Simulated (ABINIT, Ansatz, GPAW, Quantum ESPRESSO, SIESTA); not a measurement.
**One structure in several programs: W (Im-3m, 1 atom in the cell)**

Self-consistent single point, at a second geometry (lattice scaled by 0.98). First geometry:

```
W
1.0
   -1.57771     1.57771     1.57771
    1.57771    -1.57771     1.57771
    1.57771     1.57771    -1.57771
W
1
Direct
  0.00000   0.00000   0.00000
```

Shared settings, as Ansatz (a first-principles code) writes them: kpoints.mp_grid.grid = 19 19 19; scf.occupations.method = gaussian; scf.occupations.width = 0.272 eV. Potentials and cutoffs stand in the table.

```json
[
 {"code": "Quantum ESPRESSO", "model": "PBE, SSSP 1.1.2 efficiency (PBE) pseudopotentials", "ΔF from the first geometry (meV/atom)": "114.8", "pressure (GPa)": "28.21", "cutoff": "40 Ry"},
 {"code": "Ansatz", "model": "PBE, default PAW files", "ΔF from the first geometry (meV/atom)": "112.4", "pressure (GPa)": "31.53", "cutoff": "420 eV"},
 {"code": "SIESTA", "model": "GGA PBE, numerical atomic orbitals DZP, PseudoDojo PBE standard norm-conserving potentials (rewritten from UPF to PSML)", "ΔF from the first geometry (meV/atom)": "110.6", "pressure (GPa)": "31.44", "cutoff": "grid 400 Ry"},
 {"code": "GPAW", "model": "PBE, GPAW PAW datasets PBE (gpaw-data 1.0.1)", "ΔF from the first geometry (meV/atom)": "110.8", "pressure (GPa)": "31.24", "cutoff": "550 eV"},
 {"code": "ABINIT", "model": "PBE, norm-conserving pseudopotentials (PseudoDojo nc-sr-05 PBE standard)", "ΔF from the first geometry (meV/atom)": "113.3", "pressure (GPa)": "31.71", "cutoff": "37 Ha"}
]
```

For Quantum ESPRESSO (by 3.8 GPa) the energy change implies a higher mean pressure, against the two pressures, than for the other programs: a sign of finite-basis (Pulay) stress.

On Ansatz's run: spin-orbit coupling is off. Spin polarisation is off.

The spread over the programs that give each value: ΔF from the first geometry within 4.2 meV/atom; pressure within 3.50 GPa.

SIESTA uses small atom-centred bases, whose incompleteness enters pressures, forces and empty levels differently from a plane-wave cutoff. Ansatz's pressure is given at a fixed set of plane waves, as the other plane-wave codes print theirs; with its correction for the finite basis it is 31.62 GPa. In the pressure, Quantum ESPRESSO (by 3.17) lies more than 1 GPa from the median of the plane-wave programs.

The starting cell comes from a database of computed structures (which also holds hypothetical and non-ambient phases and stackings), without a prior relaxation at this level. Its lattice was rescaled by a random factor within 2.5 % of one. For this run, on top of that: lattice scaled by 0.98.

Left out of this page: Elk and FLEUR (not drawn, or without a comparable value).

Keys are those of Ansatz 0.2.
